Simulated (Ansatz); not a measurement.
The starting structures come from a database of crystals and need not be the phases stable at ambient conditions.

# Evanescent states of Cs3Sb (Fm-3m, not sure to be the ambient phase, 4 atoms a cell, 49.4 Å³ an atom) along the normal of (111)

These are r2SCAN (plane waves, PAW; Ansatz, a program for electronic structure) values and carry that method's errors.

The gap is the functional's own, uncorrected, and κ follows it; spin-orbit coupling is left out. Mid-gap values are interpolated between the computed energies.

Energies count from the valence-band top; κ is the least over a 6×6 mesh across the current.

```json
[
 {"E (eV)": "0.04", "κ (1/Å)": "0.082", "where": "off Γ"},
 {"E (eV)": "0.12", "κ (1/Å)": "0.132", "where": "off Γ"},
 {"E (eV)": "0.20", "κ (1/Å)": "0.158", "where": "off Γ"},
 {"E (eV)": "0.28", "κ (1/Å)": "0.160", "where": "Γ"},
 {"E (eV)": "0.36", "κ (1/Å)": "0.160", "where": "Γ"},
 {"E (eV)": "0.44", "κ (1/Å)": "0.158", "where": "Γ"},
 {"E (eV)": "0.52", "κ (1/Å)": "0.154", "where": "Γ"},
 {"E (eV)": "0.60", "κ (1/Å)": "0.150", "where": "Γ"},
 {"E (eV)": "0.68", "κ (1/Å)": "0.144", "where": "Γ"},
 {"E (eV)": "0.76", "κ (1/Å)": "0.136", "where": "Γ"},
 {"E (eV)": "0.84", "κ (1/Å)": "0.128", "where": "Γ"},
 {"E (eV)": "0.92", "κ (1/Å)": "0.117", "where": "Γ"},
 {"E (eV)": "1.00", "κ (1/Å)": "0.103", "where": "Γ"},
 {"E (eV)": "1.08", "κ (1/Å)": "0.086", "where": "Γ"},
 {"E (eV)": "1.16", "κ (1/Å)": "0.063", "where": "Γ"},
 {"E (eV)": "1.24", "κ (1/Å)": "0.012", "where": "Γ"}
]
```

Question: How thick must the barrier be to attenuate the transmission by 10^6 when the electrodes' Fermi level lies at 1.08 eV, and what attenuation does that film give at 0.28 eV?

Answer: d = 6 ln 10 / (2 × 0.086) = 80.3 Å. At 0.28 eV it gives 6 × 0.160/0.086 = 11.2 decades.
